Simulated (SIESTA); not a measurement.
Convergence series on BiSe2 (C2/m, 12 atoms in the cell)

BiSe$_{2}$ is taken in the monoclinic space group C2/m (No. 12), Pearson symbol mS24. Cell: a = 16.795 Å, b = 4.192 Å, c = 12.384 Å, α = 90.00°, β = 127.03°, γ = 90.00°. Bi1 on 4i is coordinated by 1 Se at 2.718 Å and 4 Se at 2.940–3.004 Å (square pyramidal). Bi2 on 4i is surrounded by 1 Se at 2.716 Å and 4 Se at 2.961–2.970 Å (square pyramidal). Se1 on 4i sees 1 Se at 2.374 Å and 2 Bi at 3.004 Å (trigonal pyramidal). Se2 on 4i has 1 Se at 2.360 Å and 2 Bi at 2.961 Å (trigonal pyramidal). Se3 on 4i is coordinated by 1 Bi at 2.718 Å and 2 Bi at 2.940 Å (trigonal pyramidal). Se4 on 4i has 1 Bi at 2.716 Å and 2 Bi at 2.970 Å (trigonal pyramidal). (Neighbours: up to the widest gap in distance over summed covalent radii, below 1.35, at either atom; cation-cation and far metal-metal contacts left out.)
(The calculation used a cell of 12 atoms; values per cell refer to that cell.)

Method of the run: GGA PBEsol, numerical atomic orbitals TZP, PseudoDojo PBEsol standard norm-conserving potentials (rewritten from UPF to PSML) in SIESTA.

The starting cell comes from a database of computed structures (which also holds hypothetical and non-ambient phases and stackings), without a prior relaxation at this level. Spin-orbit coupling is off. Values carry the incompleteness of an atom-centred basis. In the base run, forces exceed 1 eV/Å. Another mesh or the band path of this cell gives a smaller gap, so this value is not converged in the mesh.

Held fixed: XC.functional = GGA; XC.authors = PBEsol; potentials = PseudoDojo PBEsol standard; PAO.BasisSize = TZP; PAO.EnergyShift = 0.01 Ry; MeshCutoff = 300 Ry; OccupationFunction = MP; OccupationMPOrder = 0; ElectronicTemperature = 10 meV; MaxSCFIterations = 150; SCF.Mixer.Method = Pulay; SCF.Mixer.Weight = 0.2; SCF.Mixer.History = 8; SCF.DM.Tolerance = 1.0E-04.

ΔF is the free energy per atom less that of the last row (16 16 7).

The series runs over kgrid.MonkhorstPack = 1 1 1; 2 2 1; 3 3 1; 3 3 2; 4 4 2; 5 5 2; 6 6 3; 7 7 3; 8 8 4; 9 9 4; 11 11 5; 13 13 6; 16 16 7.

Problem. From which setting on does the largest force stay within 0.01 eV/Å of the last one?

Solution. From kgrid.MonkhorstPack = 6 6 3 on; the one before it is off by 0.011 eV/Å. The value it settles on is 1.595 eV/Å at this level of theory and with the other settings as held.

```csv
kgrid.MonkhorstPack,ΔF (meV/atom),pressure (GPa),largest force (eV/Å),gap on the mesh (eV),k-points
1 1 1,1184.4,8.86,3.365,–,1
2 2 1,91.8,0.90,1.709,0.791,4
3 3 1,5.8,0.20,1.632,0.838,5
3 3 2,2.0,0.14,1.623,0.848,11
4 4 2,5.3,0.22,1.573,0.791,23
5 5 2,2.1,0.21,1.584,0.781,28
6 6 3,0.45,0.19,1.598,0.869,60
7 7 3,0.30,0.19,1.598,0.750,74
8 8 4,0.21,0.19,1.596,0.674,150
9 9 4,0.06,0.19,1.596,0.757,167
11 11 5,0.02,0.19,1.596,0.681,303
13 13 6,0.00,0.19,1.595,0.717,514
16 16 7,0.00,0.19,1.595,0.678,956
```

The gap is read on the k-point mesh of the run and can differ from the gap over the whole zone at this level.
